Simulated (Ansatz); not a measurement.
## Input and output of a self-consistent single point for Ni2Ge (P6_3/mmc, 6 atoms in the cell) (Ansatz)

Method of the run: PBEsol, default PAW files made with PBE (plane waves; Ansatz, a program for electronic structure).

Input:

Ansatz 0.2 input:
```yaml
# Ni2Ge
crystal:
  lattice:
    - [3.979810, 0.000000, 0.000000]
    - [-1.989905, 3.446617, 0.000000]
    - [0.000000, 0.000000, 5.023880]
  atoms:
    - { symbol: Ni, position: [0.666667, 0.333333, 0.250000] }
    - { symbol: Ni, position: [0.333333, 0.666667, 0.750000] }
    - { symbol: Ni, position: [0.000000, 0.000000, 0.000000] }
    - { symbol: Ni, position: [0.000000, 0.000000, 0.500000] }
    - { symbol: Ge, position: [0.666667, 0.333333, 0.750000] }
    - { symbol: Ge, position: [0.333333, 0.666667, 0.250000] }
kpoints:
  mp_grid: { grid: [9, 9, 6] }
hamiltonian:
  xc: pbesol
  pseudopotentials: { kind: paw }
scf:
  occupations: { method: gaussian, width: 0.272 eV }
output:
  forces: true
  eigenvalues: true
  stress: true
```

Log, with long lists cut:

```
WARN the atoms were moved onto the symmetric positions of the space group found under crystal.symmetry.tolerance 1.0e-5 (fractional …
WARN basis.ecutwfc = 420 eV, the default
WARN ansatz: RAYON_NUM_THREADS=1 ignored (pool sized by the plan → 1); use --threads N
Pseudopotentials: kind: paw
Pseudopotential: Ni, paw, valence charge 18
Pseudopotential: Ge, paw, valence charge 14
Crystal: 6 atoms, lattice volume = 68.912 Å³
Basis set: ecut = 420 eV, 1397 PW (Γ), exchange–correlation on 54×54×72 points (8 copies of the dense FFT grid, shifted against one another)
Bands: 60, of which v1, the nominal top of the filled ones, is band 50 counted from 1 (49 counted from 0)
Symmetry: 24 space group operations
Space group: P63/mmc (ITA 194), of the structure as read, at distance tolerance 4.1e-5 Å
k-points: 48 of 486
PAW frozen core: Ni, regenerated for the run's functional, and the local potential with it
PAW frozen core: Ge, regenerated for the run's functional, and the local potential with it
Initial density: superposition of atomic densities (neutral atoms: chi_scale 0, normalization atom), corrected by the library's trained network
Initial wavefunctions: pseudopotential atomic-orbital guess
Eigensolver: davidson
Functional: x = pbesol(κ = 0.804, μ = 0.12345679012345678), c = pbesol(β = 0.046)
SCF iter   1: F=—  HF=-31728.986571 eV  |F-HF|=—  |Δ(HF+E_count)|=         —  Δρ=2.31e-2  dr2=2.13e-1  ethr=1.77e-3  ⟨swp⟩=5.0  Hψ=8634  notcnv=0
all-band conjugate gradients solve this SCF's bands
preconditioner: auto → Kerker (q_TF=auto, 2.903 Å⁻¹)
SCF iter   2: F=—  HF=-31728.957618 eV  |F-HF|=—  |Δ(HF+E_count)|=   2.90e-2  Δρ=6.45e-3  dr2=1.94e-2  ethr=2.13e-4  ⟨swp⟩=2.5  Hψ=5462  notcnv=0
SCF iter   3: F=—  HF=-31728.955147 eV  |F-HF|=—  |Δ(HF+E_count)|=   2.47e-3  Δρ=1.73e-3  dr2=1.72e-3  ethr=1.94e-5  ⟨swp⟩=1.2  Hψ=2749  notcnv=0
SCF iter   4: F=—  HF=-31728.954846 eV  |F-HF|=—  |Δ(HF+E_count)|=   3.01e-4  Δρ=2.90e-4  dr2=3.87e-5  ethr=1.72e-6  ⟨swp⟩=2.2  Hψ=3947  notcnv=0
SCF iter   5: F=—  HF=-31728.954844 eV  |F-HF|=—  |Δ(HF+E_count)|=   1.85e-6  Δρ=1.83e-4  dr2=1.05e-5  ethr=3.87e-8  ⟨swp⟩=2.0  Hψ=4691  notcnv=0
SCF iter   6: F=—  HF=-31728.954843 eV  |F-HF|=—  |Δ(HF+E_count)|=   9.16e-7  Δρ=4.82e-5  dr2=1.45e-6  ethr=1.05e-8  ⟨swp⟩=2.4  Hψ=4746  notcnv=0
SCF iter   7: F=—  HF=-31728.954843 eV  |F-HF|=—  |Δ(HF+E_count)|=   1.48e-7  Δρ=2.38e-5  dr2=3.52e-7  ethr=1.45e-9  ⟨swp⟩=2.1  Hψ=4358  notcnv=0
SCF iter   8: F=-31728.954843 eV  HF=-31728.954843 eV  |F-HF|=2.31e-8  |Δ(HF+E_count)|=   5.83e-8  Δρ=6.27e-6  dr2=2.59e-8  ethr=1.00e-10  ⟨swp⟩=8.2  Hψ=11999  notcnv=0
SCF 1 converged in 8 iterations: F = -31728.954843 eV  dr2 = 2.59e-8
SCF converged after 8 iterations
Free energy (F): -31728.954843 eV
Harris-Foulkes:  -31728.954843 eV  (|F-HF|=2.31e-8)
Internal energy: -31728.828600 eV  (E = F + TS)
E sigma→0 (E₀):  -31728.891722 eV
Entropy (-TS):   -0.126243 eV (-21.040 meV/atom)
Fermi energy:    18.118122 eV
--- Per-component energies (eV) ---
  E_band       = -1189.151490
  E_kinetic    = 1370.324566
  E_local      = -17791.410066  (includes V_loc(G=0)·N_el)
  E_nonlocal   = 3406.497313
  E_hartree    = 7576.710551
  E_xc         = -491.814437
  E_vxc        = -572.236836  (∫ρ·V_xc dr)
  E_paw        = -10357.444654  (= ΣΔE_a)
  E_vpaw       = -2755.754222  (= ΣTr[D̂ρ^β])
  E_aug_tail   = 0.002118  (compensation charges beyond the density's cutoff)
  E_ewald      = -15444.319020
  E_core_change = 2.625028  (= ΣΔE_core)
  E_smearing   = -0.126243  (= −TS)
  E_closure    = -0.000000  (closes the sum)
  Σ components = -31728.954843   (vs F -31728.954843, Δ=0.00e0)
--- Forces (eV/Å), atoms counted from 1 ---
  atom   1  Ni     0.00000000     0.00000000     0.00000000
   [... zero for the other atoms too ...]
  max |Σ_I F_I| component: 1.85e-17 eV/Å
--- Stress (GPa, compression-positive) ---
       -1.107880       0.000000       0.000000
        0.000000      -1.107880       0.000000
        0.000000       0.000000      -0.826108
  P = ⅓ Tr σ = -1.0140 GPa (-10.140 kbar)
  The stress holds the Pulay correction. Without it, at fixed plane waves, as pw.x and ABINIT print it: P = -1.0740 GPa
--- Band table (eV; the first three rows and the last of 48) ---
  k-point 0: bands = ["-84.9732", "-84.9726", "-84.7165", "-84.7065", "-45.5882", "-45.5882", "-45.5862", "-45.5862", "-45.4633", "-45.4603", "-45.3569", "-45.2613", "-45.2613", "-45.2545", "-45.2545", "-45.2474", "-6.7190", "-6.7095", "-6.6882", [...]
  k-point 1: bands = ["-84.9732", "-84.9726", "-84.7158", "-84.7072", "-45.5880", "-45.5880", "-45.5863", "-45.5863", "-45.4632", "-45.4606", "-45.3495", "-45.2608", "-45.2608", "-45.2550", "-45.2550", "-45.2547", "-6.7174", "-6.7092", "-6.6869", [...]
  k-point 2: bands = ["-84.9731", "-84.9727", "-84.7140", "-84.7090", "-45.5876", "-45.5876", "-45.5866", "-45.5866", "-45.4628", "-45.4613", "-45.3294", "-45.2747", "-45.2596", "-45.2596", "-45.2562", "-45.2562", "-6.7138", "-6.7090", "-6.6830", [...]
  k-point 47: bands = ["-84.9727", "-84.9727", "-84.7117", "-84.7117", "-45.5888", "-45.5888", "-45.5876", "-45.5876", "-45.4638", "-45.4638", "-45.3008", "-45.3008", "-45.2600", "-45.2600", "-45.2543", "-45.2543", "-6.7071", "-6.7071", "-6.6743", [...]
```

The run converged in 8 iterations.

The starting cell comes from a database of computed structures (which also holds hypothetical and non-ambient phases and stackings), without a prior relaxation at this level. Spin polarisation is off. Ansatz's pressure includes its estimate of the finite-basis (Pulay) stress.
